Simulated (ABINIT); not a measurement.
## A short convergence ladder for Fe2Ge (P6mm, 3 atoms in the cell)

```xyz
3
Lattice="4.1761 0.0000 0.0000 -2.0881 3.6166 0.0000 0.0000 0.0000 2.6343" Properties=species:S:1:pos:R:3 pbc="T T T"
Fe     2.0881     1.2055     1.3172
Fe     0.0000     2.4111     1.3172
Ge     0.0000     0.0000     0.0500
```
Moments meant for the start (each program seeds them in its own way; μB, in the order of the atoms Fe Fe Ge): 4.0 4.0 0.0.

Base method: PBEsol, norm-conserving pseudopotentials (PseudoDojo nc-sr-04 PBEsol standard) (plane waves; ABINIT).

Base settings: pseudos = [Fe.upf, Ge.upf]; ecut = 45 Ha; nsppol = 2; occopt = 3; tsmear = 0.1 eV; ngkpt = 3 3 4; nshiftk = 1; shiftk = 0 0 0; potentials = PseudoDojo nc-sr-04 PBEsol standard; nband = 35.

The count of work is k-points × plane waves × bands × iterations; it is no time. 

**The plane-wave cutoff**

The mesh stays at the base's, so the ladder's end is converged at best in this setting alone.

Only quantities that move along the ladder and can be compared are tabulated.

The magnetic state is not the same in all runs (site moments differ, or a search went on to a lower state), so steps between rows are not convergence errors alone.

| ecut | free energy less the last step's (meV/atom) | pressure (GPa) | largest difference of a force vector from the last step's (eV/Å) | net moment (μB/atom) | count of work / last |
|---|---|---|---|---|---|
| 16 Ha | 84056.03 | -2356.59 | 0.125 | 1.152 | 0.14 |
| 20 Ha | 32883.42 | -1364.55 | 0.307 | 1.005 | 0.20 |
| 45 Ha | 0.84 | -9.58 | 0.000 | 1.595 | 0.57 |
| 68 Ha | 0.00 | -9.50 | 0.000 | 1.595 | 1.0 |

Coarsest ecut that holds the free energy within 2 meV/atom of the last step, with all finer ones: 45 Ha; the step before is off by 33000 meV/atom.

Coarsest ecut that holds the forces within 0.01 eV/Å of the last step, with all finer ones: 45 Ha; the step before is off by 0.31 eV/Å.

Coarsest ecut that holds the net moment within 0.01 μB/atom of the last step, with all finer ones: 45 Ha; the step before is off by 0.59 μB/atom.

At the lowest cutoff the pressure lies 2350 GPa under the last step's, the usual sign of Pulay stress in an incomplete plane-wave basis.

On the base run: the starting cell comes from a database of computed structures (which also holds hypothetical and non-ambient phases and stackings), without a prior relaxation at this level. Its lattice was rescaled by up to half a per cent. One atom was moved a little off its site on purpose. The magnetic order is the one reached from the typed start; others were not searched systematically. In the base run, with a pressure of about -10 GPa the cell is away from its equilibrium volume at this level. Without a gap this mesh is coarse (it stands for a supercell whose shortest vector is 11 Å).
